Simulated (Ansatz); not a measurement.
Defect migration in 4H silicon carbide: B-vacancy pair (B on one host C site, one C site vacant), charge state +1. The step: direct exchange of B with the vacancy (B-vacancy distance between ideal sites 3.09 Å throughout); the atom moves 3.04 Å along (0.33, 0.66, -0.24) of the unit cell; the moving atom starts with neighbours Si at 1.89, 2 Si at 1.91, Si at 1.94 Å and ends with Si at 1.86, 2 Si at 1.90, Si at 1.98 Å. DFT values are from Ansatz (plane-wave PAW, 420 eV unless said) in a cell of 72 host sites, spin-restricted, static, with no finite-size correction. The charge state is imposed; whether it is stable for some Fermi level was not computed. Forms of the defect that were not tried may lie lower. The order of the sites in energy changes with the mesh. For the PBE band: the saddle point's order was not checked, and it lies on a symmetry element of the cell, where a band can be held.

```csv
Level,Forward barrier (eV),Cost of the band or of the saddle's single point
"CHGNet universal potential (has no charge state), its own band",1.48,-
"PBE, the Γ point alone, band relaxed",3.10,about 5 core-minutes (a rough figure)
"PBE, a 2×2×2 k-point mesh shifted by half a step along c, same geometries",3.61,around 50 core-seconds (rough)
"r2SCAN at 500 eV, the Γ point alone, same geometries",(withheld),around 30 core-seconds (rough)
```

Task: Fill in the missing entries.

Result: 
- r2SCAN at 500 eV, the Γ point alone, same geometries, Forward barrier (eV): 3.52

Ansatz is an electronic-structure program.
